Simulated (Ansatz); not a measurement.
**A computed series for Ge: pressure series**

Base system: Ge in the diamond structure (space group Fd-3m, No. 227; a = 5.762 Å).

Cell and atoms are relaxed at each pressure.

All numbers come from PBE/PAW in Ansatz (a first-principles code), without spin-orbit coupling, earlier PAW set.

Notes on the quantities. enthalpy: H = E + PV relative to the base's energy.

```tsv
case	enthalpy	lattice parameter a
base	–	5.762 Å
pressure −2 GPa	-0.30 eV/atom	5.834 Å
pressure −1 GPa	-0.15 eV/atom	5.796 Å
pressure 1.8 GPa	+0.26 eV/atom	5.707 Å
pressure 4.2 GPa	+0.61 eV/atom	5.645 Å
pressure 9 GPa	+1.26 eV/atom	5.544 Å
pressure 18 GPa	+2.41 eV/atom	5.404 Å
pressure 30 GPa	+3.83 eV/atom	5.268 Å
pressure 45 GPa	+5.48 eV/atom	5.142 Å
pressure 60 GPa	+7.02 eV/atom	5.043 Å
```

Load acts through the strain it causes; cell and atoms are relaxed under it. Whether these cells are dynamically stable was not tested. Measured, Ge leaves this structure (for the β-tin structure) near 10.6 GPa (room temperature; as listed in arXiv:1906.07825).
